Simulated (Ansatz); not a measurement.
Here is the system:

```
CELL_PARAMETERS angstrom
      0.00000     3.24884     3.24884
      3.24884     0.00000     3.24884
      3.24884     3.24884     0.00000
ATOMIC_POSITIONS crystal
  Te 0.00000 0.00000 0.00000
  Sn 0.50000 0.50000 0.50000
```

No spin polarisation.

The values are results of r2SCAN in Ansatz (plane waves to 500 eV, PAW, no spin-orbit coupling), not measurements. Γ-centred 13×13×13 mesh, Fermi–Dirac width 0.05 eV.

Estimate the band gap.

0.30 eV.

What gap character does the calculation give?

Direct at L.

Spin-orbit coupling, missing from the scalar runs, can matter with Te. The cells carry an imposed strain or load. Whether these cells are dynamically stable was not tested. The cell was made from SnTe in the rock salt structure (space group Fm-3m, No. 225) by this change: isotropic strain +2.01 %.

Ansatz is a first-principles code.
